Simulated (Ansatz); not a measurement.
Start from ZnS in the zinc blende structure (space group F-43m, No. 216).

```cif
data_S4Zn4
_chemical_formula_sum 'Zn4 S4'
_space_group_name_H-M_alt 'F-43m'
_space_group_IT_number 216
_space_group_name_Hall 'F -4 2 3'
_cell_length_a 5.35664
_cell_length_b 5.35664
_cell_length_c 5.35664
_cell_angle_alpha 90.000
_cell_angle_beta 90.000
_cell_angle_gamma 90.000
loop_
_atom_site_label
_atom_site_type_symbol
_atom_site_symmetry_multiplicity
_atom_site_Wyckoff_symbol
_atom_site_fract_x
_atom_site_fract_y
_atom_site_fract_z
_atom_site_occupancy
Zn1 Zn 4 a 0.00000 0.00000 0.00000 1
S1 S 4 d 0.75000 0.75000 0.75000 1
```
(The calculation used a cell of 2 atoms; values per cell refer to that cell.)

The values are results of plane-wave PAW DFT at the PBEsol level (Ansatz, a program for electronic structure, 420 eV), without spin-orbit coupling, not measurements.

Strains are applied to the cell and any free atomic positions relax.

One change was made to it. Results:

| quantity | base | after |
|---|---|---|
| width of the top valence band | 2.86 eV | 2.51 eV |
| valley order (the lowest conduction-band minima on the path, energy above the VBM, named in the base's zone) | Γ 2.09 eV; X along ⟨100⟩ 3.17 eV; L along ⟨111⟩ 3.24 eV | Γ 1.71 eV; L along ⟨111⟩ 3.07 eV; X along ⟨100⟩ 3.37 eV |
| hole mass (degenerate bands, along [100]) | 0.18, 0.68, 0.68 mₑ (at Γ) | 0.16, 0.74, 0.74 mₑ (at Γ) |

Which of these changes matches the shifts?
(A) isotropic strain +2.00 %
(B) isotropic strain +3.00 %
(C) isotropic strain −3.00 %
(D) isotropic strain −1.50 %
(E) isotropic strain +1.00 %

B, isotropic strain +3.00 %. For comparison, the valley order in the other runs: isotropic strain −1.50 % gives Γ 2.28 eV; X along ⟨100⟩ 3.06 eV; L along ⟨111⟩ 3.31 eV; isotropic strain +1.00 % gives Γ 1.96 eV; L along ⟨111⟩ 3.18 eV; X along ⟨100⟩ 3.24 eV; isotropic strain −3.00 % gives Γ 2.49 eV; X along ⟨100⟩ 2.94 eV; L along ⟨111⟩ 3.39 eV; isotropic strain +2.00 % gives Γ 1.83 eV; L along ⟨111⟩ 3.12 eV; X along ⟨100⟩ 3.31 eV.

The levels and masses belong to the bands next to the band gap. Masses are band curvatures over ±0.01 Å⁻¹ around the edge. Stability against distortions was not tested.
